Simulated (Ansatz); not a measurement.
The parent structure is MgS in the rock salt structure (space group Fm-3m, No. 225; a = 5.129 Å). Axes: x, y, z lie along the cube axes.

All numbers come from LDA (Ansatz, a program for electronic structure; PAW; 420 eV plane waves; no SOC).

Strains are applied to the cell and any free atomic positions relax; under biaxial strain the out-of-plane vector relaxes too.

One change was made to it. Results:

```tsv
quantity	base	after
pressure (mean of the normal stresses, compression positive)	0.00 GPa	-2.62 GPa
shortest interatomic distance	2.565 Å	2.532 Å
```

**Question.** Which of these changes matches the shifts?
A) biaxial strain −1.00 %, plane normal [001], relaxed out of plane
B) biaxial strain −2.50 %, plane normal [001], relaxed out of plane
C) biaxial strain +1.50 %, plane normal [001], relaxed out of plane
D) biaxial strain −1.50 %, plane normal [001], relaxed out of plane
E) biaxial strain +2.50 %, plane normal [001], relaxed out of plane

**Answer.** E, biaxial strain +2.50 %, plane normal [001], relaxed out of plane. For comparison, the pressure in the other runs: biaxial strain −1.00 %, plane normal [001], relaxed out of plane gives 1.31 GPa; biaxial strain −2.50 %, plane normal [001], relaxed out of plane gives 3.61 GPa; biaxial strain −1.50 %, plane normal [001], relaxed out of plane gives 2.03 GPa; biaxial strain +1.50 %, plane normal [001], relaxed out of plane gives -1.67 GPa.

Whether these cells are dynamically stable was not tested.
